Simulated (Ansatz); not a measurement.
Fluorite NiSi2: enthalpy of formation by level of theory

No measured value is used here.

| level (code) | value (eV/atom) |
|---|---|
| LDA (Ansatz) | -0.468 |
| PBE (Ansatz) | -0.353 |
| PBE-D4 (Ansatz) | ___ |
| r²SCAN (Ansatz) | -0.352 |
| r²SCAN0 (Ansatz) | -0.356 |

Task: Fill in the missing entries.

Result: 
- PBE-D4 (Ansatz, a quantum-chemistry and plane-wave program), value (eV/atom): -0.435

r²SCAN0: the run has no spin polarisation, so it can have missed a magnetic state. Each level is taken at its own relaxed cell. Ansatz's density-functional and Hartree–Fock values are scalar-relativistic unless marked +SOC, with PAW data made under PBE.
